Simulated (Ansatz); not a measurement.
Start from Ca$_{3}$P$_{2}$ (space group P-3m1, No. 164; a = 4.675 Å, c = 7.039 Å; a hypothetical phase, not in the database extracts checked). Axes: x lies along a and z along c of the hexagonal cell.

Level of theory: Kohn–Sham DFT with the PBE functional, run in Ansatz (a first-principles code) with PAW and 420 eV plane waves, no SOC.

Now apply this change: an isotropic linear strain of +1.10 %; the atoms relax in the strained cell.

Q: Predict the stress tensor and what it implies for the stiffness.

A: Stress of the strained cell less that of the base (GPa, compression positive):
```
  -1.54    0.00    0.00
   0.00   -1.54    0.00
   0.00    0.00   -1.07
```

Then B = −ΔP/(ΔV/V₀) with ΔV/V₀ = 0.0334 gives secant stiffness values (nonlinear terms included at this strain): B (at held cell shape, above the free-shape value) ≈ 41 GPa.

Whether these cells are dynamically stable was not tested.
